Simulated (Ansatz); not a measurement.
Ce_Al in wurtzite AlN: one set of geometries, relaxed with PBE, evaluated in Ansatz (PAW, plane waves to 420 eV, 500 eV under r2SCAN) with PBE, r2SCAN.

Details: 96-site cell; 2×2×2 shifted k-points; start: the Al site; charged states image-corrected; no Hubbard U; energies good to tenths of an eV; flagged in the runs: a host whose relaxation on this sampling wasn't shown to rest, a strain field that reaches the edge of the cell.

```csv
quantity,PBE,r2SCAN
host gap (eV),4.03,[?]
ε(+1/0) above the VBM (eV),2.31,[?]
"neutral formation energy against fcc Al, fcc Ce (eV)",3.06,[?]
largest moment on one atom at charge 0 (μB),0.71,[?]
```

**Question.** Given the lower rungs, what does r2SCAN give?

**Answer.** 
- host gap (eV), r2SCAN: 4.67
- ε(+1/0) above the VBM (eV), r2SCAN: 2.38
- neutral formation energy against fcc Al, fcc Ce (eV), r2SCAN: 2.76
- largest moment on one atom at charge 0 (μB), r2SCAN: 0.76

Ansatz is a first-principles code.
